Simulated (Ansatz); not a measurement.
We consider zinc-blende LiF (model structure), described by HSE06 (PAW; Ansatz, a first-principles code).

Run with plane-wave cutoff 500 eV, 8×8×8 k mesh, gaussian smearing 0.02 eV, scalar-relativistic PAW data made under PBE.

Cell (relaxed at this level):

Space group F-43m (No. 216); a = b = c = 4.310 Å, α = β = γ = 90.00°

```json
[
 {"atom": "Li", "site": "4a", "symmetry": "-43m", "x": "0.0000", "y": "0.0000", "z": "0.0000"},
 {"atom": "F", "site": "4d", "symmetry": "-43m", "x": "0.7500", "y": "0.7500", "z": "0.7500"}
]
```
(The calculation used a cell of 2 atoms; values per cell refer to that cell.)

Question: What does this level give for the band gap?

Answer: 
band gap: 10.02 eV (on the SCF k mesh)

Note: the relaxation could raise the start's symmetry but not lower it, so the cell can be a saddle point.

Cost on a shared machine: roughly 2.8 core-minutes.

A model structure was made by putting elements into a prototype or built by hand; it is no filed structure, need not be a known phase, and can be a saddle point held by its symmetry.
